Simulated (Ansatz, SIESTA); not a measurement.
# TlSbS₂ (P-1, 8 atoms in the cell) computed with different codes at matched settings

Self-consistent single point.

```xyz
8
Lattice="6.4303 0.0000 0.0000 0.1367 6.5566 0.0000 2.5218 2.8434 6.0182" Properties=species:S:1:pos:R:3 pbc="T T T"
Tl     7.5578     6.1405     4.4756
Tl     1.5310     3.2595     1.5426
Sb     4.5378     2.6980     4.5203
Sb     4.5510     6.7020     1.4979
S      7.0360     2.8499     4.7562
S      2.0528     6.5502     1.2620
S      4.3261     6.8039     4.3935
S      4.7627     2.5961     1.6247
```

Shared settings, as Ansatz (a quantum-chemistry and plane-wave program) writes them: kpoints.mp_grid.grid = 5 5 5; scf.occupations.method = fermi_dirac; scf.occupations.width = 0.0007 Ry. Potentials and cutoffs stand in the table.

```csv
code,model,pressure (GPa),largest force (eV/Å),gap on the mesh (eV),cutoff
Ansatz,"PBEsol, PAW files made with PBE",-3.33,0.541,1.264,default
SIESTA,"GGA PBEsol, numerical atomic orbitals DZP, PseudoDojo PBEsol standard norm-conserving potentials (rewritten from UPF to PSML)",-3.00,0.141,1.248,grid 300 Ry
```

Size of the force on each atom (eV/Å): Sizes of forces hide their directions.

| code | Tl1 | Tl2 | Sb3 | Sb4 | S5 | S6 | S7 | S8 |
|---|---|---|---|---|---|---|---|---|
| Ansatz | 0.078 | 0.078 | 0.541 | 0.541 | 0.416 | 0.416 | 0.332 | 0.332 |
| SIESTA | 0.099 | 0.099 | 0.053 | 0.053 | 0.056 | 0.056 | 0.141 | 0.141 |

Gaps are read on the mesh.

On Ansatz's run: spin-orbit coupling is off.

The spread over the programs that give each value: pressure within 0.33 GPa; largest force within 0.400 eV/Å; gap on the mesh within 0.016 eV.

SIESTA uses small atom-centred bases, whose incompleteness enters pressures, forces and empty levels differently from a plane-wave cutoff. Ansatz's pressure is given at a fixed set of plane waves, as the other plane-wave codes print theirs.

On the base mesh (2 2 2) the same programs gave: Ansatz pressure -2.90 GPa, gap on the mesh 1.245 eV; SIESTA pressure -2.62 GPa, gap on the mesh 1.233 eV.

The values differ from the base mesh's, so the mesh still matters here: the table compares the programs at equal settings.

The starting cell comes from a database of computed structures (which also holds hypothetical and non-ambient phases and stackings), without a prior relaxation at this level. Its lattice was rescaled by a random factor within 2.5 % of one.

Left out of this page: CP2K (on another mesh).

Keys are those of Ansatz 0.2.
